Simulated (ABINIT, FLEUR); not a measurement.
A FLEUR input for a self-consistent single point of C₃N₄ (P-43m, 7 atoms in the cell) (DFT, PBEsol, all-electron FLAPW (FLEUR), scalar-relativistic valence):

Input of the input generator:

```
scf C3N4
&input film=f /
6.4016834629 0.0000000000 0.0000000000
0.0000000000 6.4016834629 0.0000000000
0.0000000000 0.0000000000 6.4016834629
1.0
1.0 1.0 1.0

7
6 -0.0000000000 0.0000000000 0.5000000000
6 0.5000000000 -0.0000000000 0.0000000000
6 0.0000000000 0.5000000000 0.0000000000
7 0.2456900000 0.2456900000 0.7543100000
7 0.2456900000 0.7543100000 0.2456900000
7 0.7543100000 0.7543100000 0.7543100000
7 0.7543100000 0.2456900000 0.2456900000

&comp jspins=1 /
&exco xctyp='PBEs' /
&kpt div1=10 div2=10 div3=10 gamma=t /
&end /
```

```xml
<?xml version="1.0" encoding="UTF-8" standalone="no"?>
<fleurInput fleurInputVersion="0.39">
   <comment>
      scf C3N4                                                                                            
   </comment>
   <calculationSetup>
      <cutoffs Kmax="4.6" Gmax="18.4" GmaxXC="18.4" numbands="0"/>
      <scfLoop itmax="80" minDistance="0.00001" maxIterBroyd="15" imix="Anderson" alpha="0.05" precondParam="0.0" spinf="2.0"/>
      <coreElectrons ctail="T" frcor="F" kcrel="0" coretail_lmax="0"/>
      <xcFunctional name="PBEs" relativisticCorrections="F"/>
      <magnetism jspins="1"/>
      <soc l_soc="F" theta="0.0" phi="0.0" spav="F"/>
      <expertModes spex="0" secvar="F"/>
      <geometryOptimization l_f="T" forcealpha="1.0" forcemix="BFGS" epsdisp="0.00001" epsforce="0.00001"/>
      <ldaU l_linMix="F" mixParam="0.05" spinf="1.0"/>
   </calculationSetup>
   <cell>
      <bzIntegration valenceElectrons="32.0" mode="hist" fermiSmearingEnergy="0.0001">
         <kPointListSelection listName="default-1"/>
         <!-- k-points included here -->
         <xi:include xmlns:xi="http://www.w3.org/2001/XInclude" href="kpts.xml"> </xi:include>
      </bzIntegration>
      <!-- symmetry operations included here -->
      <xi:include xmlns:xi="http://www.w3.org/2001/XInclude" href="sym.xml"> </xi:include>
      <bulkLattice scale="1.0">
         <bravaisMatrix>
            <row-1>    6.4016834629000003     0.0000000000000000     0.0000000000000000</row-1>
            <row-2>    0.0000000000000000     6.4016834629000003     0.0000000000000000</row-2>
            <row-3>    0.0000000000000000     0.0000000000000000     6.4016834629000003</row-3>
         </bravaisMatrix>
      </bulkLattice>
   </cell>
   <atomSpecies>
      <species name="Carbon (C)" element="C" atomicNumber="6">
         <mtSphere radius="1.31" gridPoints="453" logIncrement="0.023"/>
         <atomicCutoffs lmax="6" lnonsphr="4"/>
         <electronConfig flipSpins="F">
            <coreConfig>(1s1/2)</coreConfig>
            <valenceConfig>(2s1/2) (2p1/2) (2p3/2)</valenceConfig>
            <stateOccupation state="(2p1/2)" spinUp="0.3333333333333" spinDown="0.3333333333333"/>
            <stateOccupation state="(2p3/2)" spinUp="0.6666666666667" spinDown="0.6666666666667"/>
         </electronConfig>
         <energyParameters s="2" p="2" d="3" f="4"/>
      </species>
      <species name="Nitrogen (N)" element="N" atomicNumber="7">
         <mtSphere radius="1.31" gridPoints="453" logIncrement="0.023"/>
         <atomicCutoffs lmax="6" lnonsphr="4"/>
         <electronConfig flipSpins="F">
            <coreConfig>(1s1/2)</coreConfig>
            <valenceConfig>(2s1/2) (2p1/2) (2p3/2)</valenceConfig>
            <stateOccupation state="(2p1/2)" spinUp="0.5" spinDown="0.5"/>
            <stateOccupation state="(2p3/2)" spinUp="1.0" spinDown="1.0"/>
         </electronConfig>
         <energyParameters s="2" p="2" d="3" f="4"/>
      </species>
   </atomSpecies>
   <atomGroups>
      <atomGroup species="Carbon (C)">
         <relPos label="                   1">.0000000000 .0000000000 1.000/2.000</relPos>
         <relPos label="                   2">1.000/2.000 .0000000000 .0000000000</relPos>
         <relPos label="                   3">.0000000000 1.000/2.000 .0000000000</relPos>
         <force calculate="T" relaxXYZ="TTT"/>
      </atomGroup>
      <atomGroup species="Nitrogen (N)">
         <relPos label="                   4">.2456900000 .2456900000 -.2456900000</relPos>
         <relPos label="                   5">.2456900000 -.2456900000 .2456900000</relPos>
         <relPos label="                   6">-.2456900000 -.2456900000 -.2456900000</relPos>
         <relPos label="                   7">-.2456900000 .2456900000 .2456900000</relPos>
         <force calculate="T" relaxXYZ="TTT"/>
      </atomGroup>
   </atomGroups>
   <output dos="F" band="F" slice="F">
      <checks vchk="F" cdinf="F"/>
      <bandDOS minEnergy="-.5*Htr" maxEnergy="0.5*Htr" sigma="0.015" storeEVData="T"/>
      <vacuumDOS vacdos="F" integ="F" star="F" nstars="0" locx1="0.0" locy1="0.0" locx2="0.0" locy2="0.0" nstm="0" tworkf="0.0"/>
      <unfoldingBand unfoldBand="F" supercellX="1" supercellY="1" supercellZ="1"/>
      <plotting iplot="0" polar="F">
         <plot TwoD="T" vec1="  1.0  0.0  0.0" vec2="  0.0  1.0  0.0" vec3="  0.0  0.0  1.0" zero="  0.0  0.0  0.0" file="plot"/>
      </plotting>
      <chargeDensitySlicing numkpt="0" minEigenval="0.0" maxEigenval="0.0" nnne="0" pallst="F"/>
      <specialOutput eonly="F"/>
      <magneticCircularDichroism mcd="F" energyLo="-10.0" energyUp="0.0"/>
   </output>
  <!-- We include the file relax.xml here to enable relaxations (see documentation) -->
  <xi:include xmlns:xi="http://www.w3.org/2001/XInclude" href="relax.xml"> <xi:fallback/> </xi:include>
</fleurInput>
```

Q: Give the ABINIT input for the same structure, mesh, smearing and functional.

A: This is the input that was run; spellings and numerical settings could be chosen otherwise.

```
# C3N4, JTH v2.0 PBE PAW
pp_dirpath "./"
pseudos "C.GGA_PBE-JTH.xml, N.GGA_PBE-JTH.xml"
acell 3.3876250000 3.3876250000 3.3876250000 Angstrom
rprim
         1.0000000000    0.0000000000    0.0000000000
         0.0000000000    1.0000000000    0.0000000000
         0.0000000000    0.0000000000    1.0000000000
natom 7
ntypat 2
znucl 6 7
typat 1 1 1 2 2 2 2
xred
         0.0000000000    0.0000000000    0.5000000000
         0.5000000000    0.0000000000    0.0000000000
         0.0000000000    0.5000000000    0.0000000000
         0.2456900000    0.2456900000    0.7543100000
         0.2456900000    0.7543100000    0.2456900000
         0.7543100000    0.7543100000    0.7543100000
         0.7543100000    0.2456900000    0.2456900000
ecut 26
pawecutdg 52
pawxcdev 0
ixc -116133
occopt 1
nband 19
kptopt 1
ngkpt 10 10 10
nshiftk 1
shiftk 0 0 0
nstep 60
tolvrs 1.0e-11
diemac 6
prtwf 0
prtden 0
enunit 2
```

Basis settings and potentials, where a program has them, do not carry over. This input uses DFT, PBEsol, plane waves, PAW (JTH v2.0 PBE PAW, files made for PBE).

The starting cell comes from a database of computed structures (which also holds hypothetical and non-ambient phases and stackings), without a prior relaxation at this level. For this run, on top of that: lattice scaled by 0.98.
